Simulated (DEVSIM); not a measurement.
Structure: Pd/SiO2/p-Ge capacitor, at 300 K.

Layer 1 from the left is SiO2, thickness (nm) 0.520. Layer 2 from the left is Ge, thickness (nm) 11000, Na (cm⁻³) 2.9e15.

Metal gate on the left, work function 5.2 eV. Fixed charge at the semiconductor interface 0 cm⁻² (in units of +e); no interface traps.

The device is made up for the run: typed textbook-type constants, with dimensions and the other settings drawn at random. Values at 300 K.

SiO2: gap (eV) 9, affinity (eV) 0.9, permittivity 3.9. Ge: gap (eV) 0.664, affinity (eV) 4, permittivity 16, Nc (cm⁻³) 1.04e19, Nv (cm⁻³) 6e18.

Task: Estimate by hand the flat-band voltage, the threshold voltage, and compare with a numerical solution.

Result: 
- Flat-band voltage: C = 6.64 μF/cm², work-function difference 0.733 V; VFB = φms − qNf/C = 0.73 V; numerical 0.73 V.
- Threshold voltage: φF = 0.128 V, depletion charge √(4εqNφF) = 1.83e-8 C/cm²; VT = VFB + 2φF + Qd/C = 0.99 V; numerical 0.99 V.

DEVSIM, 1D Poisson equation in equilibrium, Boltzmann statistics, complete ionisation; no quantum confinement or tunnelling. Metal contacts follow the ideal Schottky-Mott rule: no Fermi-level pinning, no interface dipoles.
